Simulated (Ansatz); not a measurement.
Worked example: self-consistent single point of CaPbF₆ (I4mm, 8 atoms in the cell) in Ansatz (a program for electronic structure).

Computed with LDA (PW92), harder PAW files (source: ansatz) made with PBE (plane waves; Ansatz).

```xyz
8
Lattice="0.0000 4.3299 4.3299 4.3299 0.0000 4.3299 4.3299 4.3299 0.0000" Properties=species:S:1:pos:R:3 pbc="T T T"
Ca     4.3299     4.3299     4.3799
Pb     0.0000     0.0000     0.0000
F      4.3299     4.3299     6.5825
F      4.3299     4.3299     2.0773
F      6.5825     4.3299     4.3299
F      2.0773     4.3299     4.3299
F      4.3299     6.5825     4.3299
F      4.3299     2.0773     4.3299
```

Reference input (self-consistent single point, DFT, LDA (PW92), plane waves, default PAW files made with PBE): basis.ecutwfc = 420 eV; kpoints.mp_grid.grid = 4 4 4; hamiltonian.xc = lda; hamiltonian.pseudopotentials = {kind: paw} (the program's default PAW files); scf.occupations.method = fermi_dirac; scf.occupations.width = 0.01 eV. This run's input differs from it in these lines:

Ansatz 0.2 input:
```diff
@@ -16,3 +16,3 @@
 basis:
-  ecutwfc: 420.0
+  ecutwfc: 1050.0
 kpoints:
@@ -24,2 +24,3 @@
     kind: paw
+    source: ansatz
 scf:
```

Output (repeated stretches shortened):

```
SCF iter   1: F=—  HF=-21532.641330 eV  |F-HF|=—  |Δ(HF+E_count)|=         —  Δρ=1.13e-1  dr2=1.96e1  ethr=3.10e-3  ⟨swp⟩=9.4  Hψ=2870  notcnv=0  defer=1
all-band conjugate gradients solve this SCF's bands
preconditioner: auto → Resta (q_TF=auto, 2.393 Å⁻¹)
SCF iter   2: F=—  HF=-21526.904989 eV  |F-HF|=—  |Δ(HF+E_count)|=    5.74e0  Δρ=3.95e-2  dr2=2.25e0  ethr=3.10e-3  ⟨swp⟩=4.0  Hψ=1334  notcnv=0  defer=31
   [... lines left out ...]
SCF iter   8: F=—  HF=-21525.999258 eV  |F-HF|=—  |Δ(HF+E_count)|=   4.00e-6  Δρ=1.73e-4  dr2=3.37e-5  ethr=6.78e-7  ⟨swp⟩=2.3  Hψ=1078  notcnv=0  defer=23
SCF iter   9: F=—  HF=-21525.999711 eV  |F-HF|=—  |Δ(HF+E_count)|=   4.52e-4  Δρ=3.03e-5  dr2=1.60e-6  ethr=4.56e-8  ⟨swp⟩=2.0  Hψ=975  notcnv=0  defer=23
SCF iter  10: F=—  HF=-21525.999720 eV  |F-HF|=—  |Δ(HF+E_count)|=   8.87e-6  Δρ=3.90e-5  dr2=1.48e-6  ethr=2.16e-9  ⟨swp⟩=2.0  Hψ=976  notcnv=0  defer=23
SCF iter  11: F=-21525.999720 eV  HF=-21525.999720 eV  |F-HF|=1.48e-7  |Δ(HF+E_count)|=   1.80e-8  Δρ=4.51e-6  dr2=2.73e-8  ethr=1.35e-10  ⟨swp⟩=12.0  Hψ=3362  notcnv=0
SCF 1 converged in 11 iterations: F = -21525.999720 eV  dr2 = 2.73e-8
Free energy (F): -21525.999720 eV
Internal energy: -21525.999720 eV  (E = F + TS)
E sigma→0 (E₀):  -21525.999720 eV
Fermi energy:    0.450148 eV
--- Forces (eV/Å), atoms counted from 1 ---
  atom   1  Ca    -0.00000000     0.00000000    -0.34103394
  atom   2  Pb    -0.00000000     0.00000000     0.20257874
  atom   3  F     -0.00000000     0.00000000     0.14420021
  atom   4  F      0.00000000     0.00000000     0.00764903
  atom   5  F      0.04376003     0.00000000    -0.00334805
  atom   6  F     -0.04376003     0.00000000    -0.00334805
  atom   7  F      0.00000000     0.04376003    -0.00334805
  atom   8  F      0.00000000    -0.04376003    -0.00334805
--- Stress (GPa, compression-positive) ---
       -3.277261       0.000000       0.000000
        0.000000      -3.277261       0.000000
        0.000000       0.000000      -3.155423
  P = ⅓ Tr σ = -3.2366 GPa (-32.366 kbar)
  The stress holds the Pulay correction. Without it, at fixed plane waves, as pw.x and ABINIT print it: P = -3.2618 GPa
```

The run converged in 11 iterations. Against the reference run the pressure hardly changes (-3.29 to -3.24 GPa), the largest force stays at 0.341 eV/Å and the gap on the mesh hardly changes (3.511 to 3.512 eV).

The starting cell comes from a database of computed structures (which also holds hypothetical and non-ambient phases and stackings), without a prior relaxation at this level. Its lattice was rescaled by up to half a per cent. One atom was moved a little off its site on purpose. Spin-orbit coupling is off. Ansatz's pressure includes its estimate of the finite-basis (Pulay) stress.

Cost on one core of a shared machine: roughly 30 s.
